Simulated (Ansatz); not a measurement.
**NH3 on the 1x1 (0001) surface of corundum (cut with top plane Al), one in a 1x1 cell, started at the site 'over Al at depth 1.2 Å'**

Host crystal: corundum, with a band gap (PBE, scalar-relativistic without spin-orbit coupling).

All values below come from PBE (plane waves to 420 eV, PAW; Ansatz, a first-principles code).

Slab: 24 atoms, 6.7 Å thick at the start under the adsorbate (thin: gaps and levels are the slab's own); k 6x6x1, smearing 0.01 eV, dipole-corrected; 9 atoms held, the rest relaxed; symmetry of the start imposed; no spin, no spin-orbit, no U, no dispersion correction. At the end no host atom lies within bonding distance. In PBE this state lies 1.07 eV over the lowest of the starts that converged ('bridge O-O (span 2.6 Å)').

- adsorption energy against NH3(g) = 0.066 eV
- gap of the slab on its k-mesh = 2.89 eV
- highest filled level below the top vacuum level = 4.44 eV
- change of the step from the bottom to the top vacuum level, against the clean slab = -2.12 eV
- energy released by relaxation = 5.26 eV
- height of the binding atom over the mean of the host atoms within 0.3 Å of the top one = 5.102 Å
- nearest host atoms of the binding atom = O at 5.34 Å, O at 5.34 Å, O at 5.34 Å
- largest move of a host atom = 0.00 Å
- caution = the clean host was not checked against rearrangement in a larger or rattled cell
- cost = around 3 core-minutes (rough)

A negative adsorption energy means that the adsorbate is more stable on the surface than in its reference.
